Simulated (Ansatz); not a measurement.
**What tensor shear ε_xy = +1.14 % does to HfC**

The reference is HfC in the rock salt structure (space group Fm-3m, No. 225; a = 4.607 Å; relaxed with 0.1 eV smearing). Axes: x, y, z lie along the cube axes.

Modification: tensor shear ε_xy = +1.14 % (engineering shear γ = 0.0228); the atoms relax in the strained cell.

Level of theory: plane-wave PAW DFT at the PBEsol level (Ansatz, a quantum-chemistry and plane-wave program, 420 eV), spin-orbit coupling left out. k-mesh 22×22×22 (Γ-centred); smearing 0.1 eV (Fermi–Dirac).

| quantity | base | changed | shift |
|---|---|---|---|
| volume per atom | 12.22 Å³ | 12.22 Å³ | 0.00 Å³ |
| shortest interatomic distance | 2.304 Å | 2.304 Å | 0.000 Å |
| energy relative to the base (free energy F) | 0 meV/atom | +3.5 meV/atom | +3.5 meV/atom |
| pressure (mean of the normal stresses, compression positive) | 0.0 GPa | 0.0 GPa | 0.0 GPa |
| band gap | zero | zero | – |
| stress (xx, yy, zz, yz, xz, xy; compression positive) | – | (0.1, 0.1, 0.0, 0.0, 0.0, -4.0) GPa | – |

Final structure:

```xyz
2
Lattice="0.0263 2.3035 2.3035 2.3035 0.0263 2.3035 2.3298 2.3298 0.0000" Properties=species:S:1:pos:R:3 pbc="T T T"
Hf     0.0000     0.0000     0.0000
C      2.3298     2.3298     2.3035
```

Whether these cells are dynamically stable was not tested. All final runs are without spin polarisation.
